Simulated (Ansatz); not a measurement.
# MgI2, response to strain

Start from MgI₂ in the CdI2 type structure (space group P-3m1, No. 164; a = 4.060 Å, c = 6.580 Å; layered, stacked along the Cartesian z axis).

Strains are applied to the cell and any free atomic positions relax.

The values are results of PBEsol-D3(BJ) (Ansatz, a first-principles code), no SOC, not measurements.

Candidates:
(a) isotropic strain −0.50 %
(b) isotropic strain +0.50 %
(c) isotropic strain −2.50 %

Before the change:

| Quantity | Result |
|---|---|
| Width of the top valence band | 1.70 eV |

Q: Order them by width of the top valence band, lowest first.

A: (b) isotropic strain +0.50 % (1.64 eV), (a) isotropic strain −0.50 % (1.77 eV), (c) isotropic strain −2.50 % (2.04 eV)

Spin-orbit coupling, missing from the scalar runs, can matter with I. The levels and masses belong to the bands next to the band gap. Whether these cells are dynamically stable was not tested.
